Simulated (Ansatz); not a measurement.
The starting structures come from a database of crystals and need not be the phases stable at ambient conditions.

 Where the default PAW files enter, the runs use the earlier of Ansatz's two default sets.

Given:

```yaml
crystal:
  lattice:
    - [4.82587, 0.00000, 0.00000]
    - [0.00000, 4.82587, 0.00000]
    - [0.00000, 0.00000, 7.65414]
  atoms:
    - { symbol: Te, position: [0.97275, 0.97275, 0.00000] }
    - { symbol: Te, position: [0.52725, 0.47275, 0.75000] }
    - { symbol: Te, position: [0.02725, 0.02725, 0.50000] }
    - { symbol: Te, position: [0.47275, 0.52725, 0.25000] }
    - { symbol: O, position: [0.74006, 0.86051, 0.18473] }
    - { symbol: O, position: [0.63949, 0.24006, 0.93473] }
    - { symbol: O, position: [0.25994, 0.13949, 0.68473] }
    - { symbol: O, position: [0.36051, 0.75994, 0.43473] }
    - { symbol: O, position: [0.24006, 0.63949, 0.06527] }
    - { symbol: O, position: [0.13949, 0.25994, 0.31527] }
    - { symbol: O, position: [0.75994, 0.36051, 0.56527] }
    - { symbol: O, position: [0.86051, 0.74006, 0.81527] }
```

Space group of this cell: P4_32_12. The cell is taken as given.

Level of theory: r2SCAN (plane waves, PAW; Ansatz, a first-principles code).

The current runs along the normal of the first two printed vectors; no spin-orbit coupling. Scaled by the factor s: all lengths (ions clamped). Meshes 6×6×4 and 6×6 across the current in all rows.

```json
[
 {"s": "0.98", "mean pressure (GPa)": "10.9", "band gap (eV)": "?"},
 {"s": "1.00", "mean pressure (GPa)": "0.4", "band gap (eV)": "3.52"},
 {"s": "1.02", "mean pressure (GPa)": "-7.4", "band gap (eV)": "3.26"}
]
```

Q: Take the slope of the band gap against ln s from the two given rows, extrapolate to s = 0.98, and say what the run there gives.

A: Slope = (3.26 − 3.52) / ln 1.02 = -13.1 eV. The line gives 3.52 + (-13.1) × ln 0.98 = 3.79 eV. The run gives 3.76 eV, 0.03 eV under the line, 10 % of the predicted step.
